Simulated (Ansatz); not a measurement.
**H-capped Sn nanowire along [110], 24 atoms a period besides the caps**

Levels: PBE (plane waves to 420 eV, PAW; Ansatz, an electronic-structure program); PBE with spin-orbit coupling in Ansatz; r2SCAN (plane waves to 500 eV, PAW; Ansatz). Unmarked values and the geometry are of the first. Mesh 1×1×8. No spin polarisation. Isolated but for its images some 11 Å away. An idealised model, cut from the bulk lattice. Only distortions within the start's symmetry and period were free. Values not marked SOC lack spin–orbit coupling. Buckling under compression is shut out by symmetry and the short period.

period along the axis (40 atoms): 4.743 Å
largest distance between nuclei across the axis: 17.20 Å
energy over the bulk Sn and H2 molecule: +295 meV per atom other than the caps
PBE gap: 0.72 eV, direct at Γ
electron mass along the axis (PBE): 0.056 mₑ
hole mass along the axis (PBE): 0.057 mₑ
valence and conduction edges under the vacuum level (PBE): 4.90 and 4.18 eV
PBE+SOC gap at this geometry: 0.68 eV
r2SCAN gap at this geometry: 1.01 eV
axial stiffness dF/dε: 114 nN

```yaml
crystal:
  lattice:
    - [28.00000, 0.00000, 0.00000]
    - [0.00000, 25.00000, 0.00000]
    - [0.00000, 0.00000, 4.74265]
  atoms:
    - { symbol: Sn, position: [0.25038, 0.46824, 0.00000] }
    - { symbol: Sn, position: [0.25038, 0.53176, 0.50000] }
    - { symbol: Sn, position: [0.33401, 0.33675, 0.50000] }
    - { symbol: Sn, position: [0.33264, 0.40111, 0.00000] }
    - { symbol: Sn, position: [0.33264, 0.59889, 0.50000] }
    - { symbol: Sn, position: [0.33401, 0.66325, 0.00000] }
    - { symbol: Sn, position: [0.41642, 0.27062, 0.50000] }
    - { symbol: Sn, position: [0.41624, 0.46720, 0.00000] }
    - { symbol: Sn, position: [0.41624, 0.53280, 0.50000] }
    - { symbol: Sn, position: [0.41642, 0.72938, 0.00000] }
    - { symbol: Sn, position: [0.50000, 0.33547, 0.50000] }
    - { symbol: Sn, position: [0.50000, 0.40092, 0.00000] }
    - { symbol: Sn, position: [0.50000, 0.59908, 0.50000] }
    - { symbol: Sn, position: [0.50000, 0.66453, 0.00000] }
    - { symbol: Sn, position: [0.58358, 0.27062, 0.50000] }
    - { symbol: Sn, position: [0.58376, 0.46720, 0.00000] }
    - { symbol: Sn, position: [0.58376, 0.53280, 0.50000] }
    - { symbol: Sn, position: [0.58358, 0.72938, 0.00000] }
    - { symbol: Sn, position: [0.66599, 0.33675, 0.50000] }
    - { symbol: Sn, position: [0.66736, 0.40111, 0.00000] }
    - { symbol: Sn, position: [0.66736, 0.59889, 0.50000] }
    - { symbol: Sn, position: [0.66599, 0.66325, 0.00000] }
    - { symbol: Sn, position: [0.74962, 0.46824, 0.00000] }
    - { symbol: Sn, position: [0.74962, 0.53176, 0.50000] }
    - { symbol: H, position: [0.19974, 0.42770, 0.00000] }
    - { symbol: H, position: [0.19974, 0.57230, 0.50000] }
    - { symbol: H, position: [0.28304, 0.29666, 0.50000] }
    - { symbol: H, position: [0.28304, 0.70334, 0.00000] }
    - { symbol: H, position: [0.41634, 0.22924, 0.79292] }
    - { symbol: H, position: [0.41634, 0.22924, 0.20708] }
    - { symbol: H, position: [0.41634, 0.77076, 0.70708] }
    - { symbol: H, position: [0.41634, 0.77076, 0.29292] }
    - { symbol: H, position: [0.58366, 0.22924, 0.79292] }
    - { symbol: H, position: [0.58366, 0.22924, 0.20708] }
    - { symbol: H, position: [0.58366, 0.77076, 0.70708] }
    - { symbol: H, position: [0.58366, 0.77076, 0.29292] }
    - { symbol: H, position: [0.71696, 0.29666, 0.50000] }
    - { symbol: H, position: [0.71696, 0.70334, 0.00000] }
    - { symbol: H, position: [0.80026, 0.42770, 0.00000] }
    - { symbol: H, position: [0.80026, 0.57230, 0.50000] }
```
